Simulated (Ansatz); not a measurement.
The parent structure is LiF in the rock salt structure (space group Fm-3m, No. 225; a = 4.0079 Å). Axes: x, y, z lie along the cube axes.

Calculations: Ansatz (an electronic-structure program), PBEsol, PAW, cutoff 420 eV, no spin-orbit coupling.

The change: the cell is scaled by 0.9900 in all directions, atoms relaxed at fixed cell.

**Question.** Predict the stress tensor and what it implies for the stiffness.

**Answer.** Stress of the strained cell less that of the base (GPa, compression positive):
```
   2.31    0.00    0.00
   0.00    2.31    0.00
   0.00    0.00    2.31
```

Then B = −ΔP/(ΔV/V₀) with ΔV/V₀ = -0.0297 gives secant stiffness values (nonlinear terms included at this strain): B ≈ 78 GPa.

Stability against distortions was not tested.
